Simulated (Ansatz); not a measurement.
Ansatz (an electronic-structure program) run on RbCl (Fm-3m, 2 atoms in the cell): self-consistent single point.

Computed with PBE with spin-orbit coupling (plane waves, PAW; Ansatz).

```xyz
2
Lattice="0.0000 3.2900 3.2900 3.2900 0.0000 3.2900 3.2900 3.2900 0.0000" Properties=species:S:1:pos:R:3 pbc="T T T"
Rb     0.0000     0.0000     0.0000
Cl     3.2900     3.2900     3.2900
```

Reference input (self-consistent single point, DFT, PBE, plane waves, default PAW files): basis.ecutwfc = 30.9 Ry; kpoints.mp_grid.grid = 9 9 9; hamiltonian.xc = pbe; hamiltonian.pseudopotentials = {kind: paw} (the program's default PAW files); scf.occupations.method = fermi_dirac; scf.occupations.width = 0.0037 Ry. This run's input differs from it in these lines:

Ansatz 0.2 input:
```diff
@@ -15,2 +15,5 @@
   pseudopotentials: { kind: paw }
+magnetization:
+  noncollinear: true
+  spin_orbit: true
 scf:
```

Log, with long lists cut:

```
SCF iter   1: F=—  HF=-4351.963707 eV  |F-HF|=—  |Δ(HF+E_count)|=         —  Δρ=3.81e-2  dr2=1.83e0  dr2_m=0.00e0 (ungated)  ethr=3.10e-3  |M|=0.00e0 ∫|m|=0.00e0 μB  |m|>n=0.0e0 m-floor=0.0e0 τ_xc=0.0e0  β_m=0.30  ⟨swp⟩=10.0  Hψ=2632  notcnv=0  defer=2
all-band conjugate gradients solve this SCF's bands
preconditioner: auto → none
   [... lines left out ...]
SCF iter   6: F=—  HF=-4351.277395 eV  |F-HF|=—  |Δ(HF+E_count)|=   3.02e-5  Δρ=2.03e-5  dr2=1.65e-7  dr2_m=0.00e0 (ungated)  ethr=6.55e-8  |M|=0.00e0 ∫|m|=0.00e0 μB  |m|>n=0.0e0 m-floor=0.0e0 τ_xc=0.0e0  β_m=0.89  ⟨swp⟩=2.1  Hψ=660  notcnv=0  defer=136
SCF iter   7: F=-4351.277395 eV  HF=-4351.277395 eV  |F-HF|=1.16e-9  |Δ(HF+E_count)|=   3.73e-7  Δρ=1.57e-6  dr2=2.34e-9  dr2_m=0.00e0 (ungated)  ethr=6.25e-10  |M|=0.00e0 ∫|m|=0.00e0 μB  |m|>n=0.0e0 m-floor=0.0e0 τ_xc=0.0e0  ⟨swp⟩=13.0  Hψ=2709  notcnv=0
SCF 1 converged in 7 iterations: F = -4351.277395 eV  dr2 = 2.34e-9
Magnetization: |M| = 0.0000 μB,  M = (+0.0000, +0.0000, +0.0000) μB
Absolute magnetization: 0.0000 μB (∫|m|)
  site 0: m = (+0.0000, +0.0000, +0.0000) μB, |m| = 0.0000 μB  (R = 1.36 Å)
  site 1: m = (+0.0000, +0.0000, +0.0000) μB, |m| = 0.0000 μB  (R = 1.36 Å)
Free energy (F): -4351.277395 eV
Internal energy: -4351.277395 eV  (E = F + TS)
E sigma→0 (E₀):  -4351.277395 eV
Fermi energy:    3.622820 eV
--- Forces (eV/Å), atoms counted from 1 ---
  atom   1  Rb    -0.00000000     0.00000000     0.00000000
  atom   2  Cl     0.00000000    -0.00000000     0.00000000
--- Stress (GPa, compression-positive) ---
        0.871119       0.000000       0.000000
       -0.000000       0.871119      -0.000000
        0.000000       0.000000       0.871119
  P = ⅓ Tr σ = 0.8711 GPa (8.711 kbar)
  The stress holds the Pulay correction. Without it, at fixed plane waves, as pw.x and ABINIT print it: P = 0.8705 GPa
```

The run converged in 7 iterations. Against the reference run the pressure stays at 0.87 GPa and the gap on the mesh goes from 5.003 to 4.958 eV.

The starting cell has typed, rounded lattice constants, without a prior relaxation at this level. Ansatz's pressure includes its estimate of the finite-basis (Pulay) stress.
